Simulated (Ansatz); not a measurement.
Ansatz (a quantum-chemistry and plane-wave program), DFT, LDA, plane waves, its default PAW files: MgHOF (from the phase in space group 62, mp-1189172) (H4O4F4Mg4), 16 atoms. Basis and mesh were picked for this test and aren't claimed converged.

- cell: 10.22, 3.13, 4.73 Å; 90, 90, 90°
- task: single point
- k mesh: 4×8×6
- hamiltonian.xc: lda
- kind of files: paw
- scf.occupations.method: fermi_dirac
- scf.occupations.width: 0.05 eV
- output.forces: true
- binding of workers (--pin): off
- k-point pools (--kpoint-pools): 1
- memory maximum (--max-ram): 8GiB
- accuracy: medium (default)
- basis.precision: auto (default)
- basis.xc_grid: 1 (default)
- scf.mixing.algorithm: auto (default)
- scf.mixing.preconditioner: auto (default)
- scf.convergence.dr2_threshold: 1.51015e-07 (default)
- scf.lower_state_search: light (default)
- k-points after symmetry: 60
- bands at the start: 64
- electrons: 96
- plane waves at Γ: 2943
- cutoff (eV): 420
- FFT grid: 72×24×32
- symmetry operations: 8

One run each.

All on 4 threads. Base settings, kept where nothing else is said: scf.eigensolver.kind = auto (default), scf.eigensolver.mixed_precision = false (default), scf.eigensolver.cushion = auto (default), scf.eigensolver.full_accuracy = false (default), scf.algorithm = auto (default) (scf.eigensolver.max_subspace_factor, scf.eigensolver.real_solve not set). The settings tried:
- the base settings
- scf.eigensolver.mixed_precision = true
- scf.eigensolver.kind = davidson, scf.eigensolver.mixed_precision = true
- scf.eigensolver.real_solve = false
- scf.algorithm = density_mixing
- scf.eigensolver.kind = davidson, scf.eigensolver.max_subspace_factor = 2
- scf.eigensolver.kind = davidson
- scf.algorithm = direct_min
- scf.eigensolver.full_accuracy = true
- scf.eigensolver.kind = davidson, scf.eigensolver.cushion = true
- scf.eigensolver.kind = davidson, scf.eigensolver.max_subspace_factor = 6

Which settings need the fewest applications of H to a band, which the most, and do any fail to converge?

Fewest applications of H to a band, with those close behind: scf.eigensolver.real_solve = false (60621); the base settings (60653); scf.algorithm = density_mixing (60653). Most among those that reach the base run's result: scf.algorithm = direct_min (177371). All converged.

```
setting                                                                   applications of H to a band  SCF iterations (all cycles of the run, searches included)        end
------------------------------------------------------------------------  ---------------------------  ---------------------------------------------------------  ---------
scf.eigensolver.real_solve = false                                                              60621                                                          7  converged
the base settings                                                                               60653                                                          7  converged
scf.algorithm = density_mixing                                                                  60653                                                          7  converged
scf.eigensolver.kind = davidson, scf.eigensolver.max_subspace_factor = 6                        87422                                                          8  converged
scf.eigensolver.kind = davidson, scf.eigensolver.cushion = true                                 88728                                                          7  converged
scf.eigensolver.kind = davidson                                                                 88787                                                          8  converged
scf.eigensolver.kind = davidson, scf.eigensolver.mixed_precision = true                         90668                                                          8  converged
scf.eigensolver.mixed_precision = true                                                          90668                                                          8  converged
scf.eigensolver.kind = davidson, scf.eigensolver.max_subspace_factor = 2                       104591                                                          9  converged
scf.eigensolver.full_accuracy = true                                                           140584                                                          7  converged
scf.algorithm = direct_min                                                                     177371                                                          6  converged
```

An iteration's cost differs between solvers, so these counts don't give the time.

Keys are those of Ansatz 0.2.
